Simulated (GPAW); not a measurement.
Band structure of MgTi₂ (P-62m, 6 atoms in the cell).

```
MgTi2
1.0
    5.14389     0.00000     0.00000
   -2.57194     4.45474     0.00000
    0.00000     0.00000     4.89179
Mg Ti
2 4
Cartesian
  2.57195   1.48491   0.00000
  0.00000   2.96983   0.00000
 -0.81307   1.40828   2.44590
  1.62614   0.00000   2.44590
  1.75888   3.04646   2.44590
  0.00000   0.00000   0.00000
```

Method: LDA (Perdew-Wang 92), GPAW PAW datasets LDA (gpaw-data 1.0.1) (plane waves; GPAW).

Settings: mode = pw; ecut = 800 eV; xc = LDA; kpts = 6 6 6; mesh shift (steps) = 0 0 0; occupations.name = methfessel-paxton; occupations.width = 0.05 eV; occupations.order = 0; nbands = -10; convergence.density = 1e-05 e/electron; convergence.energy = 1e-05 eV/electron; symmetry.symmorphic = false; symmetry.tolerance = 0.0005; maxiter = 150.

The starting cell comes from a database of computed structures (which also holds hypothetical and non-ambient phases and stackings), without a prior relaxation at this level. Spin polarisation is off.

Levels in eV from the Fermi level, bands 31 to 38:
| point | 31 | 32 | 33 | 34 | 35 | 36 | 37 | 38 |
|---|---|---|---|---|---|---|---|---|
| Γ | -0.60 | -0.60 | -0.37 | -0.32 | -0.32 | 0.13 | 0.28 | 1.05 |
| M | -0.94 | -0.57 | -0.55 | -0.44 | -0.10 | 0.11 | 0.77 | 0.95 |
| K | -0.80 | -0.80 | -0.54 | -0.02 | 0.08 | 0.08 | 0.87 | 0.87 |
| A | -0.60 | -0.30 | -0.28 | -0.20 | 0.03 | 0.36 | 0.36 | 0.56 |
| L | -0.29 | -0.12 | -0.04 | -0.04 | -0.02 | 0.23 | 0.33 | 0.60 |
| H | -0.46 | -0.28 | -0.28 | -0.01 | 0.26 | 0.26 | 0.59 | 0.59 |

Bands cross the Fermi level along this path, so the cell is metallic at this level.
